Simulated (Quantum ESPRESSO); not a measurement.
Quantum ESPRESSO run on Ag (Fm-3m, 1 atom in the cell): self-consistent single point.

Method of the run: PBEsol, GBRV 1.5 ultrasoft (PBESOL) pseudopotentials (plane waves; Quantum ESPRESSO 7.5).

```
Ag
1.0
    0.00000     2.04500     2.04500
    2.04500     0.00000     2.04500
    2.04500     2.04500     0.00000
Ag
1
Direct
  0.00000   0.00000   0.00000
```

Reference input (self-consistent single point, DFT, PBE, plane waves, GBRV 1.5 ultrasoft (PBE) pseudopotentials): ecutwfc = 40 Ry; ecutrho = 320 Ry; occupations = smearing; smearing = gaussian; degauss = 0.0073499 Ry; potentials = {Ag: ag_pbe_v1.4.uspp.F.UPF}; K_POINTS = automatic 14 14 14 0 0 0; conv_thr = 1e-10 Ry; mixing_beta = 0.7. This run's input differs from it in these lines:

```diff
@@ -23,3 +23,3 @@
 ATOMIC_SPECIES
-Ag   107.8682  ag_pbe_v1.4.uspp.F.UPF
+Ag   107.8682  ag_pbesol_v1.4.uspp.F.UPF
 ATOMIC_POSITIONS crystal
```

Output (repeated stretches shortened):

```
     Self-consistent Calculation

     iteration #  1     ecut=    40.00 Ry     beta= 0.70

     total energy              =    -294.94812885 Ry
     estimated scf accuracy    <       1.22227312 Ry

     iteration #  2     ecut=    40.00 Ry     beta= 0.70

     total energy              =    -295.35829481 Ry
     estimated scf accuracy    <       1.09338121 Ry

     iteration #  3     ecut=    40.00 Ry     beta= 0.70

     total energy              =    -295.54816409 Ry
     estimated scf accuracy    <       0.00440481 Ry

   [... 3 blocks of this kind left out ...]

     iteration #  7     ecut=    40.00 Ry     beta= 0.70

     total energy              =    -295.54919047 Ry
     estimated scf accuracy    <          1.3E-09 Ry

     iteration #  8     ecut=    40.00 Ry     beta= 0.70
     End of self-consistent calculation

     Number of k-points >= 100: set verbosity='high' to print the bands.

     the Fermi energy is    17.0152 ev

!    total energy              =    -295.54919047 Ry
     estimated scf accuracy    <          1.4E-11 Ry
     smearing contrib. (-TS)   =      -0.00009253 Ry
     internal energy E=F+TS    =    -295.54909793 Ry

     convergence has been achieved in   8 iterations

     Forces acting on atoms (cartesian axes, Ry/au):

     atom    1 type  1   force =     0.00000000    0.00000000    0.00000000

     Total force =     0.000000     Total SCF correction =     0.000000

          total   stress  (Ry/bohr**3)                   (kbar)     P=      -46.22
  -0.00031421  -0.00000000  -0.00000000          -46.22       -0.00       -0.00
  -0.00000000  -0.00031421  -0.00000000           -0.00      -46.22       -0.00
  -0.00000000  -0.00000000  -0.00031421           -0.00       -0.00      -46.22

   JOB DONE.
```

The run converged in 8 iterations. Against the reference run the pressure goes from 2.63 to -4.62 GPa.

The starting cell has typed, rounded lattice constants, without a prior relaxation at this level. With a pressure of about -5 GPa the cell is away from its equilibrium volume at this level.
